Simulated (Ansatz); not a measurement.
Hypothetical simple cubic Mo: pressure series

Take Mo in the simple cubic structure (space group Pm-3m, No. 221; a hypothetical phase, not in the database extracts checked) as the base.

```cif
data_Mo
_chemical_formula_sum 'Mo1'
_space_group_name_H-M_alt 'P 1'
_space_group_IT_number 1
_cell_length_a 2.59884
_cell_length_b 2.59884
_cell_length_c 2.59884
_cell_angle_alpha 90.000
_cell_angle_beta 90.000
_cell_angle_gamma 90.000
loop_
_space_group_symop_operation_xyz
  'x, y, z'
loop_
_atom_site_label
_atom_site_type_symbol
_atom_site_fract_x
_atom_site_fract_y
_atom_site_fract_z
_atom_site_occupancy
Mo1 Mo 0.00000 0.00000 0.00000 1
```

Cell and atoms are relaxed at each pressure.

The values are results of PBE in Ansatz (plane waves to 420 eV, PAW, scalar-relativistic without spin-orbit coupling), not measurements.

```tsv
pressure (GPa)	volume per atom (Å³/atom)
-2	17.744
-1	17.647
0	17.552
0.3	17.525
0.7	17.488
1.5	?
5	17.120
7.5	16.922
10	16.736
```

Task: Fit the third-order Birch–Murnaghan form P(V) = (3B₀/2)[(V₀/V)^(7/3) − (V₀/V)^(5/3)]·[1 + (3/4)(B₀′ − 4)((V₀/V)^(2/3) − 1)] (squares taken in P) to the rows shown and predict the withheld row.

Result: Least squares on the printed values gives V₀ = 17.553 Å³/atom, B₀ = 189 GPa, B₀′ = 4.3; this predicts 17.417 Å³/atom, and the run gives 17.417 Å³/atom, in agreement.

Load acts through the strain it causes; cell and atoms are relaxed under it. Stability against distortions was not tested. Competing high-pressure phases were not computed. The final runs are not spin-polarised.

Ansatz is an electronic-structure program.
